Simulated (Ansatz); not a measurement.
The parent structure is ZnSnP2 in the chalcopyrite structure (space group I-42d, No. 122; a = 5.650 Å, c = 11.325 Å). Axes: x, y, z lie along a, b, c of the conventional cell.

Method: Ansatz (an electronic-structure program), r2SCAN, PAW, cutoff 500 eV, spin-orbit coupling left out.

Base values:

The pressure comes out as 0.01 GPa. The band gap is 1.25 eV, the valence-band top at Γ is 0.00, 0.00, -0.01 eV and the volume per atom is 22.60 Å³.

Now apply this change: tensile biaxial strain of 2.22 % in the plane normal to [001], as in epitaxy on a mismatched substrate; the out-of-plane cell vector and the atoms relax.

Question: How does this affect the pressure, band gap, valence-band top at Γ and volume per atom?

Answer: The pressure (mean of the normal stresses, compression positive) drops by 1.58 GPa to -1.57 GPa; the band gap decreases by 0.235 eV (1.25 eV → 1.02 eV); the valence-band top at Γ (three highest levels, from the VBM) goes from 0.00, 0.00, -0.01 eV to 0.00, -0.21, -0.21 eV; the volume per atom goes up by 0.51 Å³, from 22.60 Å³ to 23.11 Å³.

No phonon test of stability was made.
